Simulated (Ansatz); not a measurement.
# Hf under a change: uniaxial strain ε_xx = −1.40 %

Consider Hf in the hcp (Mg type) structure (space group P6_3/mmc, No. 194; a = 3.1983 Å, c = 5.0488 Å; relaxed with 0.1 eV smearing). Axes: x lies along a and z along c of the hexagonal cell.

Modification: uniaxial strain ε_xx = −1.40 %, all other strain components held at zero, atoms relaxed at fixed cell.

Computed with r2SCAN (Ansatz, a first-principles code), spin-orbit coupling left out. Settings: 21×21×12 k-points, 0.1 eV Fermi–Dirac smearing.

```json
[
 {"quantity": "volume per atom", "base": "22.36 Å³", "changed": "22.05 Å³", "shift": "-0.31 Å³"},
 {"quantity": "space group", "base": "P6_3/mmc (No. 194)", "changed": "Cmcm (No. 63)", "shift": "–"},
 {"quantity": "shortest interatomic distance", "base": "3.128 Å", "changed": "3.115 Å", "shift": "-0.013 Å"},
 {"quantity": "energy relative to the base (free energy F)", "base": "0 meV/atom", "changed": "+2.6 meV/atom", "shift": "+2.6 meV/atom"},
 {"quantity": "pressure (mean of the normal stresses, compression positive)", "base": "0.0 GPa", "changed": "1.6 GPa", "shift": "+1.6 GPa"},
 {"quantity": "band gap", "base": "zero", "changed": "zero", "shift": "–"},
 {"quantity": "largest internal atomic displacement", "base": "–", "changed": "0.011 Å", "shift": "–"},
 {"quantity": "stress (xx, yy, zz, yz, xz, xy; compression positive)", "base": "–", "changed": "(2.7, 1.1, 0.9, 0.0, 0.0, 0.0) GPa", "shift": "–"}
]
```

Cost of the whole job for the changed cell (relaxation, final SCF and bands): very roughly 10 core-minutes.

Whether these cells are dynamically stable was not tested. All final runs are without spin polarisation.
